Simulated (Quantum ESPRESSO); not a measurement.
Quantum ESPRESSO run on NaF (Fm-3m, 2 atoms in the cell): self-consistent single point.

Computed with PBE, PseudoDojo standard norm-conserving (PBE) pseudopotentials (plane waves; Quantum ESPRESSO 7.5).

The change in words: lattice scaled by 0.98. Reference geometry:
```
CELL_PARAMETERS angstrom
      0.00000     2.31500     2.31500
      2.31500     0.00000     2.31500
      2.31500     2.31500     0.00000
ATOMIC_POSITIONS crystal
  Na 0.00000 0.00000 0.00000
  F  0.50000 0.50000 0.50000
```

Reference input (self-consistent single point, DFT, PBE, plane waves, PseudoDojo standard norm-conserving (PBE) pseudopotentials): ecutwfc = 90 Ry; occupations = smearing; smearing = fd; degauss = 0.0036749 Ry; potentials = {Na: Na.upf, F: F.upf}; K_POINTS = automatic 6 6 6 0 0 0; conv_thr = 1e-08 Ry. This run's input differs from it in these lines:

```diff
@@ -26,3 +26,3 @@
 Na    0.0000000000    0.0000000000    0.0000000000
-F     2.3150000000    2.3150000000    2.3150000000
+F     2.2687000000    2.2687000000    2.2687000000
 K_POINTS automatic
@@ -30,5 +30,5 @@
 CELL_PARAMETERS bohr
-   0.0000000000     4.3747159785     4.3747159785
-   4.3747159785     0.0000000000     4.3747159785
-   4.3747159785     4.3747159785     0.0000000000
+   0.0000000000     4.2872216589     4.2872216589
+   4.2872216589     0.0000000000     4.2872216589
+   4.2872216589     4.2872216589     0.0000000000
```

The program printed (abridged):

```
     Self-consistent Calculation

     iteration #  1     ecut=    90.00 Ry     beta= 0.70

---- Real-time Memory Report at c_bands before calling an iterative solver
            53 MiB given to the printing process from OS
            22 MiB allocation reported by mallinfo(arena+hblkhd)
------------------

     total energy              =    -140.87904271 Ry
     estimated scf accuracy    <       0.20251981 Ry

     iteration #  2     ecut=    90.00 Ry     beta= 0.70

---- Real-time Memory Report at c_bands before calling an iterative solver
            62 MiB given to the printing process from OS
   [... lines left out ...]

---- Real-time Memory Report at c_bands before calling an iterative solver
            66 MiB given to the printing process from OS
            30 MiB allocation reported by mallinfo(arena+hblkhd)
------------------

     total energy              =    -140.96406840 Ry
     estimated scf accuracy    <       0.00000005 Ry

     iteration #  8     ecut=    90.00 Ry     beta= 0.70

---- Real-time Memory Report at c_bands before calling an iterative solver
            66 MiB given to the printing process from OS
            31 MiB allocation reported by mallinfo(arena+hblkhd)
------------------
     End of self-consistent calculation

     the Fermi energy is     5.8361 ev

!    total energy              =    -140.96406841 Ry
     estimated scf accuracy    <          9.5E-10 Ry
     smearing contrib. (-TS)   =       0.00000000 Ry
     internal energy E=F+TS    =    -140.96406841 Ry

     convergence has been achieved in   8 iterations

     Forces acting on atoms (cartesian axes, Ry/au):

     atom    1 type  1   force =    -0.00000000    0.00000000    0.00000000
     atom    2 type  2   force =    -0.00000000   -0.00000000   -0.00000000

     Total force =     0.000000     Total SCF correction =     0.000000

          total   stress  (Ry/bohr**3)                   (kbar)     P=       59.73
   0.00040602  -0.00000000  -0.00000000           59.73       -0.00       -0.00
  -0.00000000   0.00040602  -0.00000000           -0.00       59.73       -0.00
  -0.00000000   0.00000000   0.00040602           -0.00        0.00       59.73

   JOB DONE.
```

The run converged in 8 iterations. Against the reference run the free energy rises by 18.2 meV/atom, the pressure goes from 2.19 to 5.97 GPa and the gap on the mesh goes from 6.354 to 6.699 eV.

The starting cell has typed, rounded lattice constants, without a prior relaxation at this level. For this run, on top of that: lattice scaled by 0.98. With a pressure of about 6 GPa the cell is away from its equilibrium volume at this level.
